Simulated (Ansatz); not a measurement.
The parent structure is PbTe in the rock salt structure (space group Fm-3m, No. 225; a = 6.4421 Å).

Method: PBEsol, PAW, 420 eV (Ansatz, a quantum-chemistry and plane-wave program; no spin-orbit coupling).

Base values:

The hole mass comes out as 0.38 mₑ along k, 0.073 mₑ across (at L).

It is then changed as follows: a hydrostatic pressure of 2.1 GPa.

Problem. Estimate the effect on the hole mass and mean gap deformation potential ΔEg/Δln V.

Solution. The hole mass becomes 0.32 mₑ along k, 0.061 mₑ across (at L) (base: 0.38 mₑ along k, 0.073 mₑ across (at L)); the mean gap deformation potential ΔEg/Δln V amounts to +2.3 eV.

With Pb and Te present, leaving out spin-orbit coupling can change the band edges. Load acts through the strain it causes; cell and atoms are relaxed under it. Effective masses come from finite differences of ±0.01 Å⁻¹. Along k means along the line from Γ to the band edge. Stability against distortions was not tested.
